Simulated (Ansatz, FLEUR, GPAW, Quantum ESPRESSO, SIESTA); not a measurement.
**Code comparison for Ti3Al (P6_3/mmc, 8 atoms in the cell)**

Self-consistent single point, at a second geometry (lattice scaled by 0.98). First geometry:

```xyz
8
Lattice="5.6253 0.0000 0.0000 -2.8126 4.8716 0.0000 0.0000 0.0000 4.5319" Properties=species:S:1:pos:R:3 pbc="T T T"
Ti     2.8126     3.2143     1.1330
Ti     0.0000     1.6573     3.3989
Ti    -1.3773     4.0430     3.3989
Ti     4.1900     0.8287     1.1330
Ti     1.4353     0.8287     1.1330
Ti     1.3773     4.0430     3.3989
Al     0.0000     3.2478     1.1330
Al     2.8126     1.6239     3.3989
```

Shared settings, as Ansatz (a first-principles code) writes them: kpoints.mp_grid.grid = 5 5 5; scf.occupations.method = fermi_dirac; scf.occupations.width = 0.1 eV. Potentials and cutoffs stand in the table.

| code | model | ΔF from the first geometry (meV/atom) | pressure (GPa) | largest force (eV/Å) | cutoff |
|---|---|---|---|---|---|
| Ansatz | PBE, default PAW files | 82.4 | 19.64 | 0.045 | default |
| Quantum ESPRESSO | PBE, SSSP 1.1.2 efficiency (PBE) pseudopotentials | 82.6 | 19.71 | 0.048 | 50 Ry |
| FLEUR | PBE, all-electron FLAPW (FLEUR), scalar-relativistic valence | 85.3 | – | – | Kmax 4.1 1/bohr |
| GPAW | PBE, GPAW PAW datasets PBE (gpaw-data 1.0.1) | 85.8 | 19.98 | 0.050 | 800 eV |
| SIESTA | GGA PBE, numerical atomic orbitals TZP, PseudoDojo PBE standard norm-conserving potentials (rewritten from UPF to PSML) | 66.9 | 16.89 | 0.095 | grid 400 Ry |

A dash marks a value that a program does not give, or that is left out as unsure.

On Ansatz's run: spin polarisation is off.

The spread over the programs that give each value: ΔF from the first geometry within 18.9 meV/atom; pressure within 3.09 GPa; largest force within 0.050 eV/Å.

SIESTA uses small atom-centred bases, whose incompleteness enters pressures, forces and empty levels differently from a plane-wave cutoff. FLEUR treats all electrons, but the usual bases taken here (sphere radii, linearisation, local orbitals, empty states) were not tested for convergence, so the values are no reference for the others. Ansatz's pressure is given at a fixed set of plane waves, as the other plane-wave codes print theirs; with its correction for the finite basis it is 19.67 GPa. In the pressure, SIESTA (by 2.82) lies more than 1 GPa from the median of the plane-wave programs.

The starting cell comes from a database of computed structures (which also holds hypothetical and non-ambient phases and stackings), without a prior relaxation at this level. Its lattice was rescaled by a random factor within 2.5 % of one. For this run, on top of that: lattice scaled by 0.98.

Left out of this page: Elk (unsound by tests on forces, stress, charge or solver warnings).

Keys are those of Ansatz 0.2.
